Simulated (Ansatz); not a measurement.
Consider an 8-atom supercell of CdS in the zinc blende structure (space group F-43m, No. 216) at its relaxed geometry.

```xyz
8
Lattice="-5.8778 0.0000 0.0000 0.0000 0.0000 5.8778 0.0000 5.8778 0.0000" Properties=species:S:1:pos:R:3 pbc="T T T"
S     -1.4695     4.4084     4.4084
S     -4.4084     1.4695     4.4084
S     -4.4084     4.4084     1.4695
S     -1.4695     1.4695     1.4695
Cd     0.0000     0.0000     0.0000
Cd    -2.9389     2.9389     0.0000
Cd    -2.9389     0.0000     2.9389
Cd     0.0000     2.9389     2.9389
```

All numbers come from r2SCAN in Ansatz (plane waves to 500 eV, PAW, spin-orbit coupling left out).

Base values:

- Pressure = 0.0 GPa

One thing is altered: a neutral S on a Cd site (antisite), atoms relaxed at fixed cell, starting from a slightly rattled geometry.

What happens to the pressure and largest displacement of a host atom from its site in the perfect cell?

The pressure goes from zero to 1.1 GPa; the largest displacement of a host atom from its site in the perfect cell amounts to 0.33 Å.

The magnetic state is the one reached from the starting moments; the real material's order can differ, and small cells can't hold many antiferromagnetic ones. The cell is small, so the values are those of an ordered compound at a high defect concentration; dilute-limit values will differ. The mesh was chosen for an insulator and is coarse for the gapless case. The defect cell is spin-polarised and ends with 1.9 μB.

Ansatz is a program for electronic structure.
